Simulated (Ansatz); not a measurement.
Functionals compared on the (100) surface of rock-salt TiN, Mg on all Ti sites of the second plane (bottom of the slab: a bare face, its two planes held), in Ansatz (plane waves, PAW). The structure was relaxed with PBE; the other rows are single points on it. Cutoff 420 eV (500 eV for r2SCAN).

Model: 12-atom slab, 10.4 Å thick at the start with caps and adatoms (thin: gaps and levels are the slab's own), 12x12x1 mesh, Fermi-Dirac 0.1 eV, dipole correction, 4 atoms held, the rest relaxed; symmetry of the start imposed; no spin, no spin-orbit, no U. In PBE it lies 0.08 eV a 1x1 cell over the lowest computed structure of the same composition (Mg on all Ti sites of the top plane). These notes are the PBE run's.

| functional | work function of the top face (eV) | rough cost of the single point |
|---|---|---|
| PBE | 3.61 | – |
| r2SCAN | 3.54 | very roughly 50 core-seconds |

Ansatz is a quantum-chemistry and plane-wave program.
